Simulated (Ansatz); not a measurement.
## WTe$_{2}$ (space group Fm-3m, No. 225; a hypothetical phase, not in the database extracts checked)

```
CELL_PARAMETERS angstrom
      0.00000     3.28451     3.28451
      3.28451     0.00000     3.28451
      3.28451     3.28451     0.00000
ATOMIC_POSITIONS crystal
  W  0.00000 0.00000 0.00000
  Te 0.25000 0.25000 0.25000
  Te 0.75000 0.75000 0.75000
```

The values are results of plane-wave PAW DFT at the PBEsol level (Ansatz, an electronic-structure program, 420 eV), no spin-orbit coupling, not measurements. k-mesh 12×12×12 (Γ-centred); smearing 0.05 eV (Fermi–Dirac).

| Property | Result |
|---|---|
| Volume per atom | 23.62 Å³ |
| Density | 10.29 g/cm³ |
| Band gap | zero |
| Total energy | -8019.382 eV/atom (σ→0; compares only within this code and set-up) |

No phonon test of stability was made. All final runs are without spin polarisation. WTe2 has a high density of states at the Fermi level and may be magnetic at this level.
